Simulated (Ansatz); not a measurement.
Sn: pressure series

Start from Sn (space group I4/mmm, No. 139; a = 7.999 Å, c = 4.628 Å; a model cell).

Cell and atoms are relaxed at each pressure.

Method: PBEsol/PAW in Ansatz (a quantum-chemistry and plane-wave program), spin-orbit coupling left out.

| pressure (GPa) | volume per atom (Å³/atom) |
|---|---|
| 0 | 37.011 |
| 0.3 | 36.721 |
| 0.7 | 36.359 |
| 1.5 | 35.687 |
| 3 | ? |
| 5 | 33.361 |
| 7.5 | 32.072 |

Fit the third-order Birch–Murnaghan form P(V) = (3B₀/2)[(V₀/V)^(7/3) − (V₀/V)^(5/3)]·[1 + (3/4)(B₀′ − 4)((V₀/V)^(2/3) − 1)] (squares taken in P) to the rows shown and predict the withheld row.

Least squares on the printed values gives V₀ = 37.004 Å³/atom, B₀ = 38.5 GPa, B₀′ = 4.3; this predicts 34.593 Å³/atom, and the run gives 34.585 Å³/atom, 0.008 lower.

Load acts through the strain it causes; cell and atoms are relaxed under it. Stability against distortions was not tested. No other phases were tried under pressure. This is not the structure that Sn has at room temperature and ambient pressure.
